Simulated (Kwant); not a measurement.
System: wire with an abrupt hard-wall neck in a CdTe two-dimensional gas. Effective mass 0.096 mₑ, grid spacing 6.7 nm, hard walls, nominal width 200 nm (29 grid rows, so walls 201 nm apart), one parabolic valley, scattering region 600 nm long along x; energies count from the band bottom; Fermi energy swept from 4.8962e-05 to 0.003432 eV. Central neck 76 nm wide and 89 nm long.

Constants are typed, rounded textbook-type inputs, not results; the design itself was drawn at random and stands for no fabricated device.

Computed with Kwant: effective-mass tight-binding model on a square grid, one spin, coherent transport at 0 K. Conductance is in e²/h.

Sweep values stay those of the base run.

The effective mass was swept, all else fixed.

```csv
effective mass (mₑ),G (e²/h) at E = 3.432 meV,G (e²/h) at E = 0.8825 meV,mean G (e²/h) over the sweep,G (e²/h) at E = 2.550 meV
0.058,1.01,0.084,0.68,0.99
0.077,1.96,0.66,0.86,1.01
0.096,1.99,1.00,1.07,1.60
0.12,1.99,0.98,1.26,1.90
```

From the first row to the last the G at E = 3.432 meV goes from 1.01 to 1.99. From the first row to the last the G at E = 0.8825 meV goes from 0.084 to 0.98.
